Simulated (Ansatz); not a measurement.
Functionals compared on the (111) surface of rock-salt TaN (a high-symmetry phase, unstable at 0 K and held by its symmetry) in its 1x1 cell (cut with top plane Ta, bottom plane N), outermost plane spacing 1.28 Å in the ideal cut, in Ansatz (plane waves, PAW). The structure was relaxed with PBE; the other rows are single points on it, each with its references at the same level. Cutoff 420 eV (500 eV for r2SCAN). The surface energy is the mean of two unlike faces.

Slab: 10 atoms, N5Ta5, 11.5 Å thick at the start; k 14x14x1, smearing 0.1 eV, dipole-corrected; all atoms relaxed; symmetry of the start imposed; no spin, no spin-orbit, no U. These notes are the PBE run's.

| functional | surface energy (J/m²) | work function of the top face (eV) | rough cost of the single point |
|---|---|---|---|
| PBE | 1.65 | 4.93 | – |
| LDA | 2.38 | 5.19 | roughly 27 core-seconds |
| PBEsol | 2.10 | 5.02 | about 28 core-seconds (a rough figure) |
| RPBE | 1.36 | 4.80 | very roughly 24 core-seconds |
| r2SCAN | ___ | ___ | around 50 core-seconds (rough) |

Q: Complete the blanks.

A: 
- r2SCAN, surface energy (J/m²): 1.71
- r2SCAN, work function of the top face (eV): 5.00

Ansatz is a quantum-chemistry and plane-wave program.
